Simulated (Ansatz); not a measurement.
The reference is PtSe₂ in the CdI2 type structure (space group P-3m1, No. 164; layered).

```yaml
crystal:
  lattice:
    - [3.77238, 0.00000, 0.00000]
    - [-1.88619, 3.26698, 0.00000]
    - [0.00000, 0.00000, 4.81834]
  atoms:
    - { symbol: Pt, position: [0.00000, 0.00000, 0.00000] }
    - { symbol: Se, position: [0.66667, 0.33333, 0.26556] }
    - { symbol: Se, position: [0.33333, 0.66667, 0.73444] }
```

Computed with Kohn–Sham DFT with the PBE-D3(BJ) functional, run in Ansatz (a quantum-chemistry and plane-wave program) with PAW and 420 eV plane waves, no spin-orbit coupling.

One change was made to it. Results:

| quantity | base | after |
|---|---|---|
| shortest interatomic distance | 4.774 bohr | 4.771 bohr |
| density | 9.87 g/cm³ | 9.92 g/cm³ |

Task: What was done to the base?
A. pressure 0.7 GPa
B. pressure 0.3 GPa
C. pressure −1 GPa

Result: B, pressure 0.3 GPa. For comparison, the density in the other runs: pressure −1 GPa gives 9.68 g/cm³; pressure 0.7 GPa gives 9.99 g/cm³.

Load acts through the strain it causes; cell and atoms are relaxed under it. Whether these cells are dynamically stable was not tested. The final runs are not spin-polarised.
